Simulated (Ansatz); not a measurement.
Start from GaN in the wurtzite structure (space group P6_3mc, No. 186; a = 3.183 Å, c = 5.184 Å).

Levels (all Ansatz, an electronic-structure program, PAW): r2SCAN (500 eV, without spin-orbit coupling); HSE06 (420 eV, no spin-orbit coupling).

Its gap is 2.35 eV with r2SCAN and 3.20 eV with HSE06.

One thing is altered: every lattice vector is stretched by 3.14 %, atoms relaxed at fixed cell.

With r2SCAN the gap becomes 1.71 eV.

If the HSE06 correction stayed the same, what would the HSE06 gap be, and what does the HSE06 run give?

A rigid correction of +0.85 eV gives 2.56 eV. The HSE06 run gives 2.49 eV, so the correction itself changes by -0.07 eV.

Single points use the geometry relaxed with r2SCAN. The cells carry an imposed strain or load. Whether these cells are dynamically stable was not tested.
